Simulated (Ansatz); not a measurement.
Ansatz (a quantum-chemistry and plane-wave program) is run on LiRh₃ (P1, 4 atoms in the cell), and the run fails. The aim is a self-consistent single point with DFT, LDA (PW92), plane waves, default PAW files made with PBE.

The input file:

Ansatz 0.2 input:
```yaml
crystal:
  lattice:
    - [-1.888665, 1.888665, 3.839210]
    - [1.888665, -1.888665, 3.839210]
    - [1.888665, 1.888665, -3.839210]
  atoms:
    - { symbol: Li, position_ang: [0.024581, -0.033824, 0.001017] }
    - { symbol: Rh, position_ang: [-0.008153, 1.890563, 1.913574] }
    - { symbol: Rh, position_ang: [1.864569, 0.033029, 1.879186] }
    - { symbol: Rh, position_ang: [0.007670, -0.001101, 3.884639] }
kpoints:
  mp_grid:
    grid: [8, 8, 10]
hamiltonian:
  xc: lda
  pseudopotentials:
    kind: paw
scf:
  occupations:
    method: cold
    width: 0.0037 Ry
  max_iter: 3
output:
  forces: true
  eigenvalues: true
  stress: true
```

The program printed (abridged):

```
SCF iter   1: F=—  HF=-19037.550865 eV  |F-HF|=—  |Δ(HF+E_count)|=         —  Δρ=1.61e-2  dr2=1.55e-1  ethr=1.77e-3  ⟨swp⟩=4.0  Hψ=88488  notcnv=0
all-band conjugate gradients solve this SCF's bands
preconditioner: auto → Kerker (q_TF=auto, 2.722 Å⁻¹)
SCF iter   2: F=—  HF=-19037.526831 eV  |F-HF|=—  |Δ(HF+E_count)|=   2.40e-2  S|Δr|=    0.00e0  Δρ=7.44e-3  dr2=3.56e-2  ethr=2.86e-4  ⟨swp⟩=3.0  Hψ=54909  notcnv=0
SCF iter   3: F=—  HF=-19037.519972 eV  |F-HF|=—  |Δ(HF+E_count)|=   6.86e-3  S|Δr|=    0.00e0  Δρ=1.49e-3  dr2=1.60e-3  ethr=6.60e-5  ⟨swp⟩=3.1  Hψ=53665  notcnv=0
Error: did not converge after 3 iterations: dr2 = 1.60e-3 (threshold 1.00e-7), under the density mixer `msr1`, which `scf.mixing.algorithm: auto` chose by the deck's other keys (type `scf.mixing.algorithm: msr1` to keep it); raise `scf.max_iter`, which need not help a stalled SCF, or adjust the mixing (`scf.mixing`) or, under a smearing, its width (`scf.occupations.width`, in either direction: another width is another result) — the other mixer that `auto` picks from is left to try (`scf.mixing.algorithm: broyden`); it can need more iterations, either can converge an SCF that the other leaves open, and the two can end on different states; the input reference at [...]
```

### Question
Diagnose the run.

### Answer
The fault is an iteration limit that is too low. The loop is cut before its threshold is met, so whatever is printed at the end is not self-consistent. To fix it, raise the limit, or leave it to the default. The run ended unconverged after 3 iterations.

The sound input it was made from differs as follows (other fixes are possible):
```diff
-  max_iter: 3
```

With that input, the run converged in 7 iterations: free energy E − TS (on the zero of these files) -19037.5195 eV; Fermi level (on the code's own zero) 16.54 eV; pressure -15.24 GPa; largest force (vector length) 0.738 eV/Å (DFT, LDA (PW92), plane waves, default PAW files made with PBE).

On the sound input: the starting cell comes from a database of computed structures (which also holds hypothetical and non-ambient phases and stackings), without a prior relaxation at this level. Its atoms were displaced at random from the sites of space group no. 139. Spin polarisation is off. With a pressure of about -15 GPa the cell is away from its equilibrium volume at this level. Ansatz's pressure includes its estimate of the finite-basis (Pulay) stress.
